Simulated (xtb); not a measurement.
xtb 6.7.1, GFN2-xTB: Zn(Br)(OMe)(dme) (C[O][Zn]1([Br])<-[O](C)CC[O]->1C), 23 atoms. The geometry is a generated start, not checked to be a minimum at this level.

| Property | Value |
|---|---|
| method | GFN2-xTB |
| --acc | 1 (default) |
| --etemp (K) | 300 (default) |
| detailed input (--input) | none: ANC optimiser, Lindh (1995) Hessian, microcycle=20, maxdispl=1.0, hlow=0.01 (default) |
| basis functions | 59 |
| valence electrons | 60 |

```xyz
23

Zn     0.7019    -1.1813    -0.7300
Br     2.9102    -0.6935    -0.8084
O     -0.3624    -2.2660    -1.6009
C     -1.7552    -2.3066    -1.5834
H     -2.1960    -1.4140    -2.0494
H     -2.0657    -3.1860    -2.1600
H     -2.1622    -2.4014    -0.5681
C      0.3086     1.8706    -1.8154
O     -0.1317     0.9647    -0.8200
C     -0.1254     1.5209     0.4809
C     -0.6170     0.4405     1.4425
O      0.2470    -0.6755     1.4801
C      1.3448    -0.5375     2.3743
H      0.2187     1.3562    -2.7699
H      1.3505     2.1623    -1.6530
H     -0.3259     2.7633    -1.8179
H     -0.7968     2.3884     0.5197
H      0.8903     1.8438     0.7465
H     -1.5743     0.0615     1.0768
H     -0.7442     0.8570     2.4470
H      2.0037     0.2866     2.0920
H      1.9071    -1.4682     2.3243
H      0.9739    -0.3857     3.3921
```

Charge 0 and multiplicity 1 are set for this test and not shown to be the ground state.

The structure is relaxed from this start with --opt LEVEL for the levels crude, sloppy, loose, lax, normal, tight, vtight, extreme, once each. Up to the end of the extreme run atoms move by at most 0.62 Å along an axis.

Which level is enough to come within 5 meV of the tightest end point?

lax: 11 cycles against 44, ending 2.3 meV above.

```
level    cycles  energy above the extreme run (meV)  gradient norm (eV/Å)
-------  ------  ----------------------------------  --------------------
crude         1                                  12                  0.17
sloppy        1                                  12                  0.17
loose         1                                  12                  0.17
lax          11                                 2.3                 0.036
normal       17                                1.00                 0.022
tight        35                               0.045                0.0074
vtight       41                          under 0.01                0.0026
extreme      44                                   —                0.0015
```
